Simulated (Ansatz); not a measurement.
The parent structure is Rb2InAgCl6 (space group Fm-3m, No. 225; a = 10.308 Å; a cell from a computed database, its experimental status unchecked). Axes: x, y, z lie along the cube axes.

The values are results of Kohn–Sham DFT with the PBEsol functional, run in Ansatz (an electronic-structure program) with PAW and 420 eV plane waves, no SOC, not measurements.

Strains are applied to the cell and any free atomic positions relax; under stress the whole cell relaxes.

One change was made to it. Results:

```json
[
 {"quantity": "energy relative to the base (free energy F)", "base": "0 meV/atom", "after": "+0.6 meV/atom"},
 {"quantity": "band gap", "base": "0.77 eV", "after": "0.76 eV"}
]
```

Task: What was done to the base?
A. uniaxial strain ε_xx = +2.18 %
B. tensor shear ε_xy = −1.43 %
C. uniaxial strain ε_xx = −1.02 %
D. uniaxial stress, 2 GPa tension along z

Result: B, tensor shear ε_xy = −1.43 %. For comparison, the band gap in the other runs: uniaxial strain ε_xx = +2.18 % gives 0.70 eV; uniaxial strain ε_xx = −1.02 % gives 0.71 eV; uniaxial stress, 2 GPa tension along z gives 0.58 eV.

Beyond what the load breaks, stability against distortions was not tested.
